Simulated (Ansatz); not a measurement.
The starting structures come from a database of crystals and need not be the phases stable at ambient conditions.

By LDA and PBEsol, the system below comes out a metal.

Given:

```yaml
crystal:
  lattice:
    - [3.09943, 0.00000, 0.00000]
    - [0.00000, 3.87739, 0.00000]
    - [0.00000, 1.93870, 1.95319]
  atoms:
    - { symbol: Al, position: [0.00000, 0.00000, 0.00000] }
    - { symbol: Ni, position: [0.50000, 0.50000, 0.00000] }
```

Space group of this cell: Cmmm. The cell is taken as given.

The current runs along the normal of the first two printed vectors. All runs by Ansatz (an electronic-structure program), plane waves and PAW, without spin-orbit coupling; the base is PBEsol.

```json
[
 {"run": "base", "mean pressure (GPa)": "0.4", "G/A, both spins (10¹⁵ S/m²)": "1.03"},
 {"run": "all lengths scaled by 0.98", "mean pressure (GPa)": "12.4", "G/A, both spins (10¹⁵ S/m²)": "___"},
 {"run": "all lengths scaled by 1.02", "mean pressure (GPa)": "-8.7", "G/A, both spins (10¹⁵ S/m²)": "0.99"},
 {"run": "lda in place of pbesol", "mean pressure (GPa)": "-5.1", "G/A, both spins (10¹⁵ S/m²)": "1.03"},
 {"run": "lengths across the current scaled by 0.98, ions clamped", "mean pressure (GPa)": "8.0", "G/A, both spins (10¹⁵ S/m²)": "___"},
 {"run": "lengths across the current scaled by 1.02, ions clamped", "mean pressure (GPa)": "-5.9", "G/A, both spins (10¹⁵ S/m²)": "1.01"},
 {"run": "lengths along the current scaled by 0.97, ions clamped", "mean pressure (GPa)": "6.2", "G/A, both spins (10¹⁵ S/m²)": "1.05"},
 {"run": "lengths along the current scaled by 1.03, ions clamped", "mean pressure (GPa)": "-4.4", "G/A, both spins (10¹⁵ S/m²)": "1.01"}
]
```

Question: Some entries are withheld; supply them.

Answer: 
- all lengths scaled by 0.98, G/A, both spins (10¹⁵ S/m²): 1.07
- lengths across the current scaled by 0.98, ions clamped, G/A, both spins (10¹⁵ S/m²): 1.06
